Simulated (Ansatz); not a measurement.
Input:

End structure of the (111)B surface of zinc-blende BN, N-terminated, 2x2 with 1 H on 4 top atoms (bottom of the slab: 3 H on 4 bottom sites):

```
CELL_PARAMETERS angstrom
      5.12629     0.00000     0.00000
     -2.56315     4.43950     0.00000
      0.00000     0.00000    27.50000
ATOMIC_POSITIONS crystal
  B  0.32945 0.17061 0.33889
  B  0.84116 0.17061 0.33889
  B  0.32943 0.65886 0.33889
  B  0.83335 0.66670 0.35161
  N  0.16666 0.33332 0.36001
  N  0.66803 0.33607 0.35861
  N  0.16395 0.83201 0.35862
  N  0.66806 0.83201 0.35862
  B  0.16667 0.33333 0.41675
  B  0.66667 0.33333 0.41675
  B  0.16667 0.83333 0.41675
  B  0.66667 0.83333 0.41675
  N  0.00000 0.00000 0.43577
  N  0.50000 0.00000 0.43577
  N  0.00000 0.50000 0.43577
  N  0.50000 0.50000 0.43577
  B  0.99990 0.99979 0.49315
  B  0.49987 0.99974 0.49321
  B  0.00014 0.50023 0.49307
  B  0.50008 0.50023 0.49307
  N  0.33380 0.16689 0.51168
  N  0.83309 0.16689 0.51168
  N  0.33335 0.66670 0.51179
  N  0.83309 0.66618 0.51174
  B  0.33137 0.16567 0.57002
  B  0.83430 0.16567 0.57002
  B  0.33332 0.66664 0.56968
  B  0.83430 0.66859 0.57003
  N  0.16593 0.33186 0.58750
  N  0.66666 0.33331 0.58613
  N  0.16596 0.83404 0.58753
  N  0.66808 0.83404 0.58753
  B  0.16971 0.33943 0.64827
  B  0.66662 0.33324 0.65455
  B  0.16974 0.83023 0.64828
  B  0.66049 0.83023 0.64828
  N  0.99998 0.99996 0.66484
  N  0.49948 0.99896 0.66141
  N  0.00096 0.50043 0.66137
  N  0.49947 0.50043 0.66137
  H  0.32996 0.17006 0.29510
  H  0.84010 0.17006 0.29510
  H  0.32995 0.65990 0.29510
  H  0.00001 0.00002 0.70213
```

Model: 44-atom slab, 11.2 Å thick at the start with caps and adatoms (thin: gaps and levels are the slab's own), 5x5x1 mesh, Fermi-Dirac 0.025 eV, dipole correction, 8 atoms held, the rest relaxed; held to the start's symmetry, so lower structures may exist; no spin (in PBE a spin-polarised start ends 0.21 eV a cell lower), no spin-orbit, no U. The slab shows no gap over 0.04 eV on its mesh. In PBE it lies 0.05 eV a 1x1 cell over the lowest computed structure of the same composition (2x2 with 1 H on 4 top atoms, spin-polarised start).

**Question.** Give the work function of the top face at the level PBE (Ansatz, an electronic-structure program).

**Answer.** 5.40 eV
